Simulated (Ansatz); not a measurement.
The parent structure is Sn in the diamond structure (space group Fd-3m, No. 227; a = 6.540 Å; relaxed with 0.1 eV smearing). Axes: x, y, z lie along the cube axes.

Computed with PBEsol (Ansatz, a quantum-chemistry and plane-wave program), no spin-orbit coupling.

For the base:

- Shortest interatomic distance = 2.832 Å

One thing is altered: tensor shear ε_xy = +1.43 % (engineering shear γ = 0.0286); the atoms relax in the strained cell.

Task: Estimate the effect on the stress.

Result: The stress (xx, yy, zz, yz, xz, xy; compression positive) comes out as (0.0, 0.0, 0.0, 0.0, 0.0, -0.8) GPa.

Task: What does the calculation give for the energy relative to the base after the change?

Result: The energy rises by 2.4 meV/atom.

Task: What happens to the shortest interatomic distance?

Result: The shortest interatomic distance shrinks by 0.008 Å (2.832 Å → 2.824 Å).

Task: Estimate the effect on the largest internal atomic displacement.

Result: The largest internal atomic displacement amounts to 0.016 Å.

Stability against distortions was not tested.
